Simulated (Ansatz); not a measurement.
# Hf vacancy (monoclinic HfO2 host)

Level of theory: PBE, PAW (plane waves to 420 eV; Ansatz, a quantum-chemistry and plane-wave program). A supercell of 96 sites (2×2×2 repeats of a cell of 12 atoms) was used; the energies come from a 2×2×2 shifted sampling of its zone. Site at the start: the Hf site. Finite-size correction: monopole term and site-potential alignment. Dielectric constants: PBE linear response of the host. Host gap at this level: 4.04 eV. Finite-size and sampling errors can reach tenths of an eV here. PBE underestimates the host's gap, which shifts levels and can delocalise carriers. Spin–orbit coupling is left out, which matters for these heavy elements. Each state is the lowest found from its start.

Formation energies E_f are given with the Fermi level at the valence-band maximum. Chemical conditions: Hf-rich (Δμ(Hf) = 0.00 eV; only phases computed here count, gases as isolated molecules at 0 K); O-rich (Δμ(Hf) = -10.38 eV; only phases computed here count, gases as isolated molecules at 0 K). Reference phases: Hf: hcp Hf.

Charges with a result: −2, −3, −4. Others weren't obtained, and one of them could lie lower, also by skipping a charge.

```tsv
charge	moment (μB)	point group	largest move off a lattice site (Å)	image correction with alignment (eV)	E_f, Hf-rich (eV)	E_f, O-rich (eV)
−2†	not spin-polarised	–	0.28	1.39	–	–
−3	1.0	C1	0.37	2.22	17.05	6.67
−4†	not spin-polarised	–	0.29	3.25	–	–
```

† Not settled in this cell, so no level is given: charge −2: a level filled in part, carriers not clearly localised; charge −4: an image correction of 3.2 eV.

Point groups are those of the whole cell at tolerances of 0.03 and 0.1 Å ("near" where only the looser one holds); none is given for unsettled states.

No usable result was obtained for charge 0, −1.

Flagged in the runs: a host whose relaxation on this sampling wasn't shown to rest, a strain field that reaches the edge of the cell.

All states together cost roughly 17 core-hours.
